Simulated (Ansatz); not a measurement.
HgSe, pressure series

The reference is HgSe in the zinc blende structure (space group F-43m, No. 216; a = 6.133 Å).

Cell and atoms are relaxed at each pressure.

Calculations: PBEsol (Ansatz, a quantum-chemistry and plane-wave program; PAW; 420 eV plane waves; without spin-orbit coupling).

Notes on the quantities. enthalpy: H = E + PV relative to the base's energy.

```tsv
change	enthalpy	lattice parameter a
base	–	613.3 pm
pressure −2 GPa	-0.37 eV/atom	622.3 pm
pressure −1 GPa	-0.18 eV/atom	617.6 pm
pressure 3 GPa	+0.53 eV/atom	602.9 pm
pressure 7 GPa	+1.19 eV/atom	592.4 pm
pressure 15 GPa	+2.44 eV/atom	576.9 pm
pressure 30 GPa	+4.56 eV/atom	557.7 pm
pressure 50 GPa	+7.14 eV/atom	540.7 pm
pressure 75 GPa	+10.09 eV/atom	525.9 pm
pressure 100 GPa	+12.84 eV/atom	514.7 pm
```

The mesh was chosen for an insulator and is coarse for the gapless case. Load acts through the strain it causes; cell and atoms are relaxed under it. No phonon test of stability was made. Tetrahedral semiconductors of this kind turn to denser phases somewhere between about 1 and 50 GPa; those were not computed, so compressed cells here can lie past the real transition. All final runs are without spin polarisation.
